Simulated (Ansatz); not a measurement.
By PBEsol, the system below comes out a metal.

A figure of merit of an interconnect metal is its ballistic conductance per area.

Consider the following.

```yaml
crystal:
  lattice:
    - [4.39808, 0.00000, 0.00000]
    - [-2.16494, 3.82833, 0.00000]
    - [0.00000, 0.00000, 4.55550]
  atoms:
    - { symbol: Ga, position: [0.34430, 0.65570, 0.41540] }
    - { symbol: Ga, position: [0.65570, 0.34430, 0.58460] }
    - { symbol: Ga, position: [0.15570, 0.84430, 0.91540] }
    - { symbol: Ga, position: [0.84430, 0.15570, 0.08460] }
```

The cell is taken as given.

The current flows along the normal of the first two printed cell vectors. No spin-orbit coupling; the value is a mean over 0.1 eV about the Fermi level.

Problem. Compute, with Ansatz (a first-principles code) with PBEsol, the ballistic conductance per area.

Solution. 0.35 × 10¹⁵ S/m² for both spins.
